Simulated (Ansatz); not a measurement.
Density of states of BeTe (F-43m) below the valence band maximum, r2SCAN with spin-orbit coupling, rigid bands (Ansatz, a program for electronic structure); cell volume 45.3 Å³.

(energy from edge (eV), 10⁻³ states/eV/cell): (0.006, 11.4); (0.031, 28.4); (0.056, 39.9); (0.081, 50.1); (0.106, 60.0); (0.131, 69.8); (0.156, 79.5); (0.181, 89.9); (0.206, 100); (0.231, 111); (0.256, 122); (0.281, 133); (0.319, 151); (0.344, 162); (0.369, 176); (0.394, 187); (0.419, 201); (0.444, 214); (0.469, 227); (0.494, 239); (0.519, 253); (0.544, 266); (0.569, 281); (0.594, 295)

**Question.** What effective density of states at 300 K does this give (∫ g(E) exp(−E/k_BT) dE, both spins, divided by the cell's size)?

**Answer.** 1.3e19 cm⁻³, a density-of-states mass of 0.65 mₑ, valleys and band degeneracy included.

Geometry: cell and atoms relaxed with r2SCAN.
